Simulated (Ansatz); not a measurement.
The starting structures come from a database of crystals and need not be the phases stable at ambient conditions.

Data:

```xyz
7
Lattice="6.2032 0.0000 0.0000 0.0000 11.9179 0.0000 3.1016 5.9590 3.1016" Properties=species:S:1:pos:R:3 pbc="T T T"
Ga     0.0000     5.9590     0.0000
Ga     3.1016     2.9795     0.0000
Hg     0.0000     0.0000     0.0000
Te     7.7804    13.5603     1.7042
Te     4.8058     4.3165     1.5244
Te     1.5244     7.6014     1.3974
Te     4.4990    10.2755     1.5772
```

Space group of this cell: I-4. The cell is taken as given.

Transport runs along the normal of the first two printed cell vectors, the (100) plane of the conventional cell.

The gap is the functional's own. No spin-orbit coupling. Mid-gap values are interpolated on the energy grid.

State the band gap and the smallest decay constant κ at mid-gap according to r2SCAN (Ansatz, a first-principles code).

Gap 1.11 eV on a 10×10×10 mesh; κ = 0.084 1/Å, at the zone centre.
